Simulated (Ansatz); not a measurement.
These are PBE (plane waves to 420 eV, PAW; Ansatz, an electronic-structure program) values and carry that method's errors.

Planar average of the electrostatic potential across the slab, in eV from the Fermi level, for Ru on the 1x1 (111) surface of fcc Ni, ferromagnetic, one in a 2x2 cell, started at the site 'hollow Ni-Ni-Ni over Ni at depth 4.0 Å':

(z (Å), V (eV)): (5.38, 5.06); (5.67, 5.06); (5.95, 5.06); (6.23, 5.06); (6.52, 5.05); (6.80, 5.04); (7.08, 5.02); (7.37, 4.97); (7.65, 4.86); (7.93, 4.63); (8.22, 4.15); (8.50, 3.16); (8.78, 1.03); (9.07, -5.02); (9.35, -14.26); (9.63, -20.24); (9.92, -19.00); (10.20, -11.40); (10.48, -3.01); (10.77, -0.51); (11.05, -4.84); (11.33, -13.79); (11.62, -20.14); (11.90, -19.53); (12.18, -12.33); (12.47, -3.63); (12.75, -0.33); (13.03, -3.54); (13.32, -12.18); (13.60, -19.42); (13.88, -20.11); (14.17, -13.81); (14.45, -4.85); (14.73, -0.32); (15.02, -2.10); (15.30, -9.86); (15.58, -18.06); (15.87, -20.64); (16.15, -15.93); (16.43, -7.15); (16.72, -1.18); (17.00, -1.43); (17.28, -3.94); (17.57, -5.46); (17.85, -4.43); (18.13, -1.49); (18.42, 1.33); (18.70, 2.56); (18.98, 3.08); (19.27, 3.32); (19.55, 3.45); (19.83, 3.51); (20.12, 3.54); (20.40, 3.56); (20.68, 3.57); (20.97, 3.57); (21.25, 3.57); (21.53, 3.58); (21.82, 3.58)

Set-up: 17 atoms, 6.0 Å thick at the start under the adsorbate (thin: gaps and levels are the slab's own); mesh 7x7x1; 0.1 eV smearing; dipole correction on; 8 atoms held, the rest relaxed; held to the start's symmetry, so lower structures may exist; spin-polarised, no spin-orbit, no U, no dispersion correction. At the end it is bonded to 3 Ni. In PBE it is, or lies within 0.03 eV of, the lowest of the starts that converged.

Problem. The surface cell has an area of 21.45 Å². What dipole along the normal does the step between the two vacuum levels imply?

Solution. the top vacuum level lies 1.49 eV below the bottom one; p = −ε₀ A ΔV (ε₀ = 0.005526 e/(V·Å)) gives 0.18 e·Å a cell.
